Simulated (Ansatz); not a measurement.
**Effect of isotropic strain −1.50 % on Zr**

Base system: Zr in the hcp (Mg type) structure (space group P6_3/mmc, No. 194; a = 3.182 Å, c = 5.124 Å; relaxed with 0.1 eV smearing).

Perturbation: the cell is scaled by 0.9850 in all directions, atoms relaxed at fixed cell.

Method: plane-wave PAW DFT at the PBEsol level (Ansatz, a quantum-chemistry and plane-wave program, 420 eV), without spin-orbit coupling. Settings: 21×21×11 k-points, 0.1 eV Fermi–Dirac smearing.

The volume per atom shrinks by 1.00 Å³, from 22.47 Å³ to 21.47 Å³ and the space group is still P6_3/mmc (No. 194). The shortest interatomic distance falls by 4.73 pm, from 315.3 pm to 310.5 pm and the energy increases by 15 meV/atom. The pressure (mean of the normal stresses, compression positive) goes from zero to 4.8 GPa and the band gap stays zero.

Whether these cells are dynamically stable was not tested. All final runs are without spin polarisation.
